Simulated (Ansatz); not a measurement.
LaN (P6₃mc, No. 186, 4 atoms in the cell; start mp-567290; a measured phase of this formula has another space group), treated with PBE0 in Ansatz (plane waves, PAW).

Settings: plane-wave cutoff 460 eV, 9×9×4 k mesh (along the axes of the cell as run), Fermi–Dirac smearing 0.01 eV, scalar-relativistic PAW data made under PBE.

Cell (relaxed with PBEsol):

```yaml
crystal:
  lattice:
    - [4.11504, 0.00000, 0.00000]
    - [-2.05752, 3.56373, 0.00000]
    - [0.00000, 0.00000, 5.81155]
  atoms:
    - { symbol: La, position: [0.33333, 0.66667, 0.99497] }
    - { symbol: La, position: [0.66667, 0.33333, 0.49497] }
    - { symbol: N, position: [0.33333, 0.66667, 0.41503] }
    - { symbol: N, position: [0.66667, 0.33333, 0.91503] }
```

Q: What does this level give for the band gap and direct gap at Γ?

A: 
- band gap = 2.80 eV (on the SCF k mesh)
- direct gap at Γ = 3.30 eV

Note: cell and atoms aren't relaxed at this level (pressure 2.1 GPa).

Spin–orbit coupling is not included.

Static lattice: no zero-point or thermal effects.

A start named mp-… is a Materials Project structure, which need not be a measured phase.

Ansatz is an electronic-structure program.
